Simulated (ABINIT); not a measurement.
Worked example: relaxation of cell and atoms of Sr (Fm-3m, 1 atom in the cell) in ABINIT.

Level of theory: PBE, norm-conserving pseudopotentials (PseudoDojo nc-sr-05 PBE standard) (plane waves; ABINIT).

This input was run:

```
# Sr, PseudoDojo nc-sr-05 PBE standard
pp_dirpath "./"
pseudos "Sr.upf"
acell 7.9529046757 7.9529046757 7.9529046757
rprim
         0.0000000000    0.7071067812    0.7071067812
         0.7071067812   -0.0000000000    0.7071067812
         0.7071067812    0.7071067812    0.0000000000
natom 1
ntypat 1
znucl 38
typat 1
xred    0.0000000000    0.0000000000    0.0000000000
ecut 68 Ry
ixc 11
occopt 3
tsmear 0.1 eV
nband 10
kptopt 1
ngkpt 8 8 8
nshiftk 1
shiftk 0 0 0
nstep 80
tolvrs 1.0e-11
ionmov 22
ntime 40
tolmxf 2.0e-04
optcell 2
dilatmx 1.08
ecutsm 0.5
prtwf 0
prtden 0
enunit 1
```

Output, abridged:

```
--- !BeginCycle
solver: {iscf: 7, nstep: 80, nline: 4, wfoptalg: 0, }
tolerances: {tolvrs: 1.00E-11, }
...

     iter   Etot(hartree)      deltaE(h)  residm     vres2
 ETOT  1  -34.227703646285    -3.423E+01 4.685E-02 1.365E+00
 ETOT  2  -34.234320673196    -6.617E-03 5.235E-03 8.080E-02
 ETOT  3  -34.234322150325    -1.477E-06 1.418E-03 1.508E-03
 ETOT  4  -34.234322193100    -4.278E-08 6.532E-04 2.233E-04
 ETOT  5  -34.234322200331    -7.231E-09 3.853E-04 3.040E-06
 ETOT  6  -34.234322200430    -9.941E-11 2.758E-04 5.885E-08
 ETOT  7  -34.234322200432    -1.990E-12 2.477E-04 3.087E-09
 ETOT  8  -34.234322200433    -2.913E-13 1.815E-04 5.228E-11
 ETOT  9  -34.234322200430     2.707E-12 2.513E-04 3.941E-13
 At SCF step    9       vres2   =  3.94E-13 < tolvrs=  1.00E-11 =>converged.

 Cartesian components of stress tensor (hartree/bohr^3)
  sigma(1 1)= -1.83857732E-05  sigma(3 2)=  0.00000000E+00
  sigma(2 2)= -1.83857732E-05  sigma(3 1)=  0.00000000E+00
  sigma(3 3)= -1.83857732E-05  sigma(2 1)=  0.00000000E+00

---OUTPUT-----------------------------------------------------------------------

 Cartesian coordinates (xcart) [bohr]
  0.00000000000000E+00  0.00000000000000E+00  0.00000000000000E+00
 Reduced coordinates (xred)
  0.00000000000000E+00  0.00000000000000E+00  0.00000000000000E+00
 Cartesian forces (fcart) [Ha/bohr]; max,rms= 0.00000E+00 0.00000E+00 (free atoms)
 -0.00000000000000E+00 -0.00000000000000E+00 -0.00000000000000E+00
 Gradient of E wrt nuclear positions in reduced coordinates (gred)
   [... lines left out ...]
 At Broyd/MD step   6, gradients are converged :
 Fermi (or HOMO) energy (eV) =   4.15436   Average Vxc (eV)=  -7.48158
   [... lines left out ...]
total_energy        : -3.42344613596696E+01
total_energy_eV     : -9.31567069298307E+02
band_energy         : -5.33462146877638E+00
...

-Cartesian components of stress tensor (GPa)         [Pressure=  4.8294E-03 GPa]
- sigma(1 1)= -4.82938526E-03  sigma(3 2)=  0.00000000E+00
- sigma(2 2)= -4.82938526E-03  sigma(3 1)=  0.00000000E+00
- sigma(3 3)= -4.82938526E-03  sigma(2 1)=  0.00000000E+00

 Calculation completed.
```

The run converged. 

Summary of the result:
- Free energy E − TS: -931.57 eV
- Fermi level (on the code's own zero): 4.15 eV
- Pressure: 0.00 GPa
- Final cell: a = b = c = 4.2686 Å, α = β = γ = 60.00°
- Final volume per atom: 55.00 Å³
- Relaxation steps: 6

The starting cell has typed, rounded lattice constants, without a prior relaxation at this level. Its lattice was rescaled by a random factor within 2.5 % of one. The relaxation keeps the symmetry of its start, so its end need not be a minimum.

Cost on one core of a shared machine: roughly 2 min.
